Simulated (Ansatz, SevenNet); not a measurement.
# How well does each level of theory give the equilibrium lattice constant a of NiAs-type NiSb?

Reference value: 3.946 Å (measured, temperature not stated, no zero-point or thermal correction; as tabulated in Wikipedia's data pages).

Q: What do SevenNet-0, LDA, PBE, PBE-D3(BJ), r²SCAN-D4, B3LYP (VWN-RPA form), Hartree–Fock give, and how far is each from the reference?

A: 
```
level (code)                   value (Å)  difference (%)
-----------------------------  ---------  --------------
SevenNet-0                         3.976           +0.76
LDA (Ansatz)                       3.879           -1.70
PBE (Ansatz)                       3.975           +0.73
PBE-D3(BJ) (Ansatz)                3.920           -0.66
r²SCAN-D4 (Ansatz)                 3.915           -0.79
B3LYP (VWN-RPA form) (Ansatz)      3.961           +0.38
Hartree–Fock (Ansatz)              3.899           -1.19
```

The reference's temperature isn't stated, so close values are not ranked against it.

The reference isn't brought to a static lattice, while the calculations are for one, so the differences are not the levels' errors alone. The crystal itself was run without spin with LDA, PBE, PBE-D3(BJ), r²SCAN-D4, B3LYP (VWN-RPA form), Hartree–Fock; a magnetic state was not tried in these runs. B3LYP (VWN-RPA form), Hartree–Fock: the run has no spin polarisation, so it can have missed a magnetic state. Cutoffs and k meshes differ between the levels. Ansatz's density-functional and Hartree–Fock values are scalar-relativistic unless marked +SOC, with PAW data made under PBE.

Machine-learned potentials (SevenNet-0) are trained on DFT data: a solid inside that data is no test of them.

Differences are worked out from the printed values.

Ansatz is a first-principles code.
